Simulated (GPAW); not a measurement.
Band structure of CsSiI3 (R3m, 5 atoms in the cell).

```
CELL_PARAMETERS angstrom
      4.24230     2.44930     3.69117
     -4.24230     2.44930     3.69117
      0.00000    -4.89859     3.69117
ATOMIC_POSITIONS crystal
  Cs 0.00101 0.00101 0.00101
  Si 0.46266 0.46266 0.46266
  I  0.50187 0.50187 0.02939
  I  0.02939 0.50187 0.50187
  I  0.50187 0.02939 0.50187
```

Level of theory: LDA (Perdew-Wang 92), GPAW PAW datasets LDA (gpaw-data 1.0.1) (plane waves; GPAW).

Settings: mode = pw; ecut = 600 eV; xc = LDA; kpts = 4 4 4; mesh shift (steps) = 0 0 0; occupations.name = fermi-dirac; occupations.width = 0.05 eV; nbands = -4; convergence.forces = 0.001 eV/Å; convergence.bands = -2; symmetry.symmorphic = false; symmetry.tolerance = 0.0005; maxiter = 150; bandpath_npoints = 40.

The starting cell comes from a database of computed structures (which also holds hypothetical and non-ambient phases and stackings), without a prior relaxation at this level. Spin-orbit coupling is off.

Predict the gap along the standard path and the places of the band edges.

The gap along the path is 0.75 eV, direct at Z to within 0.01 eV. Another conduction valley lies within 0.1 eV, so the order of the valleys is not sure.

Levels in eV from the top of the valence band on the SCF mesh, bands 14 to 21:
```tsv
point	14	15	16	17	18	19	20	21
Γ	-2.00	-1.95	-1.95	-1.84	2.12	2.78	3.04	3.04
L	-2.32	-2.21	-2.04	-1.31	1.56	3.28	3.79	3.94
Z	-1.53	-1.53	-1.52	0.00	0.75	1.13	1.13	2.98
F	-2.34	-2.29	-1.54	-0.65	1.18	1.50	3.84	4.24
P1	-1.55	-1.54	-1.52	-0.05	0.78	1.15	1.19	3.00
P	-1.55	-1.54	-1.52	-0.05	0.78	1.15	1.19	3.00
```
